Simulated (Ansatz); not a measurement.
Take Hf in the hcp (Mg type) structure (space group P6_3/mmc, No. 194; a = 3.1174 Å, c = 4.9501 Å; relaxed with 0.1 eV smearing) as the base. Axes: x lies along a and z along c of the hexagonal cell.

Method: LDA/PAW in Ansatz (an electronic-structure program), without spin-orbit coupling.

Strains are applied to the cell and any free atomic positions relax.

One change was made to it. Results:

| quantity | base | after |
|---|---|---|
| energy relative to the base (free energy F) | 0 meV/atom | +0.1 meV/atom |
| shortest interatomic distance | 3.060 Å | 3.053 Å |

**Question.** Which of these changes matches the shifts?
A. tensor shear ε_xz = +1.71 %
B. tensor shear ε_xz = +0.29 %
C. tensor shear ε_xz = +1.14 %
D. tensor shear ε_xz = +2.00 %

**Answer.** B, tensor shear ε_xz = +0.29 %. For comparison, the energy relative to the base in the other runs: tensor shear ε_xz = +1.14 % gives +1.5 meV/atom; tensor shear ε_xz = +2.00 % gives +4.5 meV/atom; tensor shear ε_xz = +1.71 % gives +3.3 meV/atom.

No phonon test of stability was made. All final runs are without spin polarisation.
